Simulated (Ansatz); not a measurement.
Take Zn in the diamond structure (space group Fd-3m, No. 227; a = 5.658 Å; a hypothetical phase, not in the database extracts checked; relaxed with 0.1 eV smearing) as the base. Axes: x, y, z lie along the cube axes.

Calculations: PBEsol in Ansatz (plane waves to 420 eV, PAW, no spin-orbit coupling).

It is then changed as follows: biaxial strain +2.28 %, plane normal [001], relaxed out of plane (Cartesian); in-plane vectors clamped, the third vector and the atoms free.

Problem. What does the calculation give for the energy relative to the base after the change?

Solution. The energy drops by 6.5 meV/atom.

Problem. What does the calculation give for the ratio −ε⊥/ε∥ after the change?

Solution. The ratio −ε⊥/ε∥ is 3.97.

No phonon test of stability was made. Under biaxial strain +2.28 %, plane normal [001], relaxed out of plane the cell ends below the base's energy or with stress of the wrong sign: the atoms slid into a distortion or the cell is elastically unstable, so the base is not a stable minimum at this level.

Ansatz is an electronic-structure program.
